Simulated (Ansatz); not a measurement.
Reference: CaPt₂ (Fd-3m), PBEsol, DFPT electron-phonon coupling, linearised Boltzmann equation (plane waves, PAW, scalar-relativistic; Ansatz, an electronic-structure program); geometry: relaxed with this functional, without spin-orbit coupling.

```
CaPt2
1.0
    0.00000     3.80153     3.80153
    3.80153     0.00000     3.80153
    3.80153     3.80153     0.00000
Ca Pt
2 4
Direct
  0.00000   0.00000   0.00000
  0.25000   0.25000   0.25000
  0.12500   0.62500   0.62500
  0.62500   0.62500   0.12500
  0.62500   0.12500   0.62500
  0.62500   0.62500   0.62500
```

resistivity at 300 K: 26 μΩ·cm

Problem. Replace Ca by Sr on the same sites and relax. What happens?

Solution. SrPt₂ (Fd-3m): volume per atom 18.3 to 19.4 Å³; resistivity at 300 K stays about the same (26 μΩ·cm to 26 μΩ·cm).

Problem. Replace Pt by Pd on the same sites and relax. What happens?

Solution. CaPd2 (Fd-3m): volume per atom 18.3 to 18.3 Å³; resistivity at 300 K falls (26 μΩ·cm to 18.6 μΩ·cm).

Problem. Swap Ca for La, keeping the structure type. How do these values move?

Solution. LaPt₂ (Fd-3m): volume per atom 18.3 to 19.4 Å³; resistivity at 300 K rises (26 μΩ·cm to 30 μΩ·cm).

Moves up to 12 % count as about the same. Metals; harmonic phonons alone scatter; means over directions. Halving the electron mesh moves these values by up to 8 %; q meshes are mostly untested. Spin-orbit coupling is left out.

Formula and space group known from diffraction (Crystallography Open Database), not checked to be the room-temperature form: LaPt2 (Fd-3m). Computed structure with no diffraction record at hand here (it may be known, metastable or hypothetical): CaPd2 (Fd-3m), CaPt2 (Fd-3m), SrPt2 (Fd-3m). The missing spin-orbit coupling matters most for CaPt2 (Fd-3m), LaPt2 (Fd-3m), SrPt2 (Fd-3m).
